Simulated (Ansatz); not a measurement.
Effect of isotropic strain +4.31 % on Ti

Take Ti in the hcp (Mg type) structure (space group P6_3/mmc, No. 194; a = 2.9367 Å, c = 4.6410 Å; relaxed with 0.1 eV smearing) as the base.

One thing is altered: the cell is scaled by 1.0431 in all directions, atoms relaxed at fixed cell.

The values are results of Kohn–Sham DFT with the r2SCAN functional, run in Ansatz (a quantum-chemistry and plane-wave program) with PAW and 500 eV plane waves, without spin-orbit coupling, earlier PAW set, not measurements. Γ-centred 23×23×13 mesh, Fermi–Dirac width 0.1 eV.

| quantity | base | changed | shift |
|---|---|---|---|
| volume per atom | 17.33 Å³ | 19.67 Å³ | +2.34 Å³ |
| space group | P6_3/mmc (No. 194) | P6_3/mmc (No. 194) | – |
| energy relative to the base (free energy F) | 0 meV/atom | +95 meV/atom | +95 meV/atom |
| pressure (mean of the normal stresses, compression positive) | 0.0 GPa | -11.8 GPa | -11.8 GPa |
| band gap | zero | zero | – |

No phonon test of stability was made. All final runs are without spin polarisation.
